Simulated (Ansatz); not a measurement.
Fluorite HfO2 (high-temperature phase) was calculated with PBE-D3(BJ) in Ansatz (PAW).

Numerical settings: plane-wave cutoff 520 eV, 12×12×12 k mesh, Fermi–Dirac smearing 0.01 eV, scalar-relativistic PAW data made under PBE.

Pressure at four volumes; x = ln(V/10.876 Å³). One pressure is withheld.

```json
[
 {"V (Å³/atom)": "10.223", "x": "-0.0619", "P (GPa)": "17.95"},
 {"V (Å³/atom)": "10.876", "x": "0.0000", "P (GPa)": "0.01"},
 {"V (Å³/atom)": "11.311", "x": "0.0392", "P (GPa)": "-9.18"},
 {"V (Å³/atom)": "11.528", "x": "0.0582", "P (GPa)": "?"}
]
```

Q: Pass a parabola P(x) through the three rows shown, estimate the bulk modulus and its pressure derivative near zero pressure, and predict the withheld pressure.

A: Slopes between the rows: (0.01 − (17.95))/(0.0000 − (-0.0619)) = -289.82 and (-9.18 − (0.01))/(0.0392 − (0.0000)) = -234.44 GPa. Their difference over the span 0.1011 is c = 55.38/0.1011 = 547.8 GPa, so P(x) = 17.95 + (-289.82)(x − (-0.0619)) + 547.8 (x − (-0.0619))(x − (0.0000)). At the middle row B = −dP/dx = −[-289.82 + 547.8 × 0.0619] = 255.9 GPa, and B′ = dB/dP = 2c/B = 4.3. At x = 0.0582 the parabola gives -13.03 GPa; the run gives -13.10 GPa. The Birch–Murnaghan fit to the energies at all volumes has B0 = 254 GPa and B′ = 4.2.

Measured, for comparison: bulk modulus 242 ± 16 GPa (room temperature, not corrected to a static lattice, nanocrystalline cubic HfO2, second-order Birch-Murnaghan; as tabulated in High-pressure structural stability, equation of state, and thermal expansion …). Computed (rounded) less measured: bulk modulus +5 % (inside the measured uncertainty). A static lattice is as a rule a little smaller and stiffer than an uncorrected measurement, which narrows the difference in the bulk modulus and would widen misses of the other sign.

Note: symmetry holds this phase in the static calculation, where it need not be a minimum; held by symmetry at 0 K, a high-temperature phase can be a saddle point.

Spin–orbit coupling is not included.

Ansatz is a first-principles code.
